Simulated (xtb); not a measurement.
xtb 6.7.1, GFN1-xTB: W(NH)2(F)(OSiH3) ([NH]=[W](=[NH])([F])[O][SiH3]), 11 atoms. The geometry is a generated start, not checked to be a minimum at this level.

```json
{
  "run_flags": "--grad",
  "method": "GFN1-xTB",
  "--acc": "1 (default)",
  "--etemp (K)": "300 (default)",
  "basis_functions": "46",
  "valence_electrons": "38"
}
```

```xyz
11

W     -1.1115    -0.2502     0.3339
N     -1.5807    -1.4602     1.5733
H     -1.9504    -2.2469     2.1105
N     -1.6283    -0.6740    -1.3327
H     -1.9886    -1.1067    -2.1884
F     -1.7799     1.4613     0.8106
O      0.7624     0.1300     0.3450
Si     2.0534     0.8771    -0.2868
H      2.1658     0.4925    -1.7050
H      3.2243     0.4478     0.4897
H      1.8337     2.3293    -0.1501
```

Charge 0 and multiplicity 1 are set for this test and not shown to be the ground state.

One run each on 1 thread. Values of broydamp tried: 0.02, 0.05, 0.1, 0.2, 0.4 (default), 0.6, 0.8, 1.

Problem. How does the count of SCC iterations change with broydamp, and where is it least?

Solution. Fewest SCC iterations, within one of each other: 0.4 (default) with 11, 0.6 with 11, 0.8 with 12, 1 with 12. The count rises to 17 at 0.02. All converge to one solution.

| broydamp | SCC iterations | end |
|---|---|---|
| 0.02 | 17 | same solution |
| 0.05 | 16 | same solution |
| 0.1 | 14 | same solution |
| 0.2 | 13 | same solution |
| 0.4 (default) | 11 | same solution |
| 0.6 | 11 | same solution |
| 0.8 | 12 | same solution |
| 1 | 12 | same solution |
